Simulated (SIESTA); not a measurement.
SIESTA run on TiSb₂ (I4/mcm, 6 atoms in the cell): self-consistent single point.

Computed with GGA PBEsol with spin-orbit coupling, numerical atomic orbitals DZP, PseudoDojo PBEsol fully relativistic norm-conserving potentials (rewritten from UPF to PSML) (SIESTA).

```
CELL_PARAMETERS angstrom
     -3.35146     3.35146     2.89799
      3.35146    -3.35146     2.89799
      3.35146     3.35146    -2.89799
ATOMIC_POSITIONS crystal
  Ti 0.25000 0.25000 0.00000
  Ti 0.75000 0.75000 0.00000
  Sb 0.65204 0.84796 0.50000
  Sb 0.34796 0.15204 0.50000
  Sb 0.84796 0.34796 0.19592
  Sb 0.15204 0.65204 0.80408
```

Reference input (self-consistent single point, DFT, GGA PBEsol, numerical atomic orbitals DZP, PseudoDojo PBEsol standard norm-conserving potentials (rewritten from UPF to PSML)): XC.functional = GGA; XC.authors = PBEsol; potentials = PseudoDojo PBEsol standard; PAO.BasisSize = DZP; PAO.EnergyShift = 0.005 Ry; MeshCutoff = 300 Ry; kgrid.MonkhorstPack = 5 5 5; OccupationFunction = FD; ElectronicTemperature = 100 meV; MaxSCFIterations = 150; SCF.Mixer.Method = Pulay; SCF.Mixer.Weight = 0.25. This run's input differs from it in these lines:

```diff
@@ -1,2 +1,2 @@
-# files in the folder: Ti.psml Sb.psml (PseudoDojo PBEsol standard)
+# files in the folder: Ti.psml Sb.psml (PseudoDojo PBEsol fully relativistic)
 SystemName  TiSb2
@@ -38,2 +38,11 @@
 ElectronicTemperature        100.0 meV
+Spin                         spin-orbit
+%block DM.InitSpin
+  1 0.00 0.00 0.00
+  2 0.00 0.00 0.00
+  3 0.00 0.00 0.00
+  4 0.00 0.00 0.00
+  5 0.00 0.00 0.00
+  6 0.00 0.00 0.00
+%endblock DM.InitSpin
```

Output, abridged:

```
        iscf     Eharris(eV)        E_KS(eV)     FreeEng(eV)     dDmax    Ef(eV) dHmax(eV)
   scf:    1   -13079.225903   -13099.998879   -13100.067730  0.850021 -4.320605  2.683188
     spin moment: {S} , |S| = {   -0.00000   -0.00000    0.00000 }     0.00000
   scf:    2   -13101.028679   -13100.566565   -13100.633330  0.066327 -4.390496  1.550347
     spin moment: {S} , |S| = {    0.00000    0.00000   -0.00000 }     0.00000
   scf:    3   -13100.914442   -13100.806030   -13100.873335  0.047552 -4.555568  0.752097
     spin moment: {S} , |S| = {   -0.00000   -0.00000   -0.00000 }     0.00000
   [... lines left out ...]
     spin moment: {S} , |S| = {    0.00000   -0.00000   -0.00000 }     0.00000
   scf:    7   -13100.867675   -13100.867633   -13100.934860  0.000435 -4.564218  0.004266
     spin moment: {S} , |S| = {   -0.00000   -0.00000   -0.00000 }     0.00000
   scf:    8   -13100.867670   -13100.867640   -13100.934861  0.000101 -4.563725  0.002076
     spin moment: {S} , |S| = {   -0.00000    0.00000    0.00000 }     0.00000
   scf:    9   -13100.867643   -13100.867640   -13100.934861  0.000019 -4.563780  0.000989
     spin moment: {S} , |S| = {   -0.00000   -0.00000   -0.00000 }     0.00000
SCF Convergence by DM+H criterion
max |DM_out - DM_in|         :     0.0000185611
max |H_out - H_in|      (eV) :     0.0009893993
SCF cycle converged after 9 iterations

Using DM_out to compute the final energy and forces

siesta: E_KS(eV) =           -13100.8676

siesta: E_KS - E_eggbox =    -13100.8676

siesta: Atomic forces (eV/Ang):
     1   -0.000118    0.000118    0.000000
     2    0.000118   -0.000118   -0.000000
     3   -0.194304    0.194304   -0.000000
     4    0.194304   -0.194304    0.000000
     5   -0.194640   -0.194640   -0.000273
     6    0.194640    0.194640    0.000273
   Tot   -0.000000   -0.000000    0.000000
   Max    0.194640
   Res    0.129648    sqrt( Sum f_i^2 / 3N )
   Max    0.194640    constrained

   [... lines left out ...]
siesta: FreeEng =    -13100.934861
siesta: Cell volume =        130.203800 Ang**3
siesta:         -10.39535683        -11.55332503  kBar
   [... lines left out ...]
     3    -0.315917   15.315917    0.000000   -0.000000   -0.000000   -0.000000  Sb
     4    -0.315917   15.315917    0.000000   -0.000000   -0.000000    0.000000  Sb
     5    -0.316093   15.316093    0.000000   -0.000000   -0.000000    0.000000  Sb
     6    -0.316093   15.316093    0.000000    0.000000    0.000000   -0.000000  Sb
 Total    -0.000000                0.000000   -0.000000   -0.000000    0.000000
```

The run converged in 9 iterations. Against the reference run the pressure moves little (-0.96 to -1.04 GPa) and the largest force goes from 0.264 to 0.275 eV/Å.

The starting cell comes from a database of computed structures (which also holds hypothetical and non-ambient phases and stackings), without a prior relaxation at this level. Values carry the incompleteness of an atom-centred basis.

Cost on one core of a shared machine: roughly 2 min.
